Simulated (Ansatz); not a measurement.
Structures of equal composition on the (0001) surface of hcp Co, ferromagnetic: a pseudomorphic layer of Mn in the host's stacking; a pseudomorphic layer of Mn in the other hollow. The slabs share one bottom face, and each structure is named by its start. These are constructed structures in small cells; real faces may alloy, dewet or reconstruct in larger ones, and not all known structures of the face are among them. Slabs of about 10 Å, Fermi-Dirac smearing of 0.1 eV. Bottom of the slabs: a bare face, its two planes held. Relaxed from the named starts with such symmetry as they have, on meshes of like density; energies extrapolated to zero smearing; spin only where a row says so; no spin-orbit coupling, no U. Brackets mark spin-polarised runs, whose order is one that fits the cell. Where a second, spin-polarised start was run, the lower counts.

Computed with PBE (plane waves to 420 eV, PAW; Ansatz, a first-principles code).

Q: Order them by energy per 1x1 cell (lowest first) at the level PBE.

A: a pseudomorphic layer of Mn in the host's stacking (0.000 eV [spin, 8.4 μB a cell]), a pseudomorphic layer of Mn in the other hollow (0.047 eV [spin, 8.4 μB a cell])
